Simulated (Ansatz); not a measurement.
An Ansatz (a first-principles code) run: CoSi2 with a change (isotropic strain +2.27 %); PBE in Ansatz (plane waves to 420 eV, PAW, no SOC).

Input:

Ansatz 0.2 input:
```yaml
crystal:
  lattice:
    - [0, 2.7411293578, 2.7411293578]
    - [2.7411293578, 0, 2.7411293578]
    - [2.7411293578, 2.7411293578, 0]
  atoms:
    - { symbol: Co, position: [0, 0, 0] }
    - { symbol: Si, position: [0.25, 0.25, 0.25] }
    - { symbol: Si, position: [0.75, 0.75, 0.75] }
basis: { ecutwfc: 420, ecutrho_ratio: 4, xc_grid: 2, fft_grid_basis: typed }
kpoints: { mp_grid: { grid: [19, 19, 19] } }
hamiltonian:
  xc: pbe
  dispersion: none
  pseudopotentials: { kind: paw }
scf: { occupations: { method: fermi_dirac, width: 0.1 }, convergence: { dr2_threshold: 0.0000000003 } }
relax: { f_tol: 0.005, max_steps: 50 }
output: { forces: true, stress: true }
checkpoint: { write: state.ck, write_every: 1000 }
```

Output (explanatory and most iteration lines left out):

```
Relaxation: its limit of steps is 50 (relax.max_steps)
Pseudopotential: Co, paw, valence charge 17
Pseudopotential: Si, paw, valence charge 4
Crystal: 3 atoms, lattice volume = 41.193 Å³
Basis set: ecut = 420 eV, 821 PW (Γ), exchange–correlation on 54×54×54 points (8 copies of the dense FFT grid, shifted against one another)
Bands: 17, of which v1, the nominal top of the filled ones, is band 13 counted from 1 (12 counted from 0)
Symmetry: 48 space group operations
Space group: Fm-3m (ITA 225), of the structure as read, at distance tolerance 3.5e-5 Å
k-points: 220 of 6859
Functional: x = pbe(κ = 0.804, μ = 0.2195149727645171), c = pbe(β = 0.06672455060314922)
SCF iter   1: F=—  HF=-6399.100490 eV  |F-HF|=—  |Δ(HF+E_count)|=         —  Δρ=3.52e-3  dr2=4.60e-3  ethr=1.77e-3  ⟨swp⟩=5.1  Hψ=19320  notcnv=0
SCF iter   2: F=—  HF=-6399.100837 eV  |F-HF|=—  |Δ(HF+E_count)|=   3.47e-4  Δρ=2.26e-3  dr2=2.33e-3  ethr=1.84e-5  ⟨swp⟩=1.9  Hψ=5962  notcnv=0
SCF 1 converged in 9 iterations: F = -6399.101020 eV  dr2 = 5.28e-12
relax step   1: F+E_penalty+E_count = -6399.10101958 eV  Δ(F+E_penalty+E_count) = +0.000e0 eV  max|allowed force component| = 2.621e-17 eV/Å  Δτ_max = 0.0000 Å  (9 SCF iters, accepted)
SCF converged after 9 iterations
Free energy (F): -6399.101020 eV
Internal energy: -6399.061267 eV  (E = F + TS)
E sigma→0 (E₀):  -6399.081143 eV
Entropy (-TS):   -0.039752 eV (-13.251 meV/atom)
Fermi energy:    11.786670 eV
--- Forces (eV/Å), atoms counted from 1 ---
  atom   1  Co    -0.00000000     0.00000000     0.00000000
  atom   2  Si    -0.00000000     0.00000000     0.00000000
  atom   3  Si    -0.00000000    -0.00000000    -0.00000000
--- Stress (GPa, compression-positive) ---
      -10.232586       0.000000       0.000000
       -0.000000     -10.232586       0.000000
        0.000000       0.000000     -10.232586
  P = ⅓ Tr σ = -10.2326 GPa (-102.326 kbar)
--- Relaxed structure (1 steps of the walk, 1 accepted, 0 SCFs on fresh bases) ---
  atoms:
    - { symbol: Co, position: [0.0, 0.0, 0.0] }
    - { symbol: Si, position: [0.25, 0.25, 0.25] }
    - { symbol: Si, position: [0.75, 0.75, 0.75] }
```

Stability against distortions was not tested. The final runs are not spin-polarised. The cell was made from CoSi₂ (space group Fm-3m, No. 225; non-magnetic) by this change: isotropic strain +2.27 %.
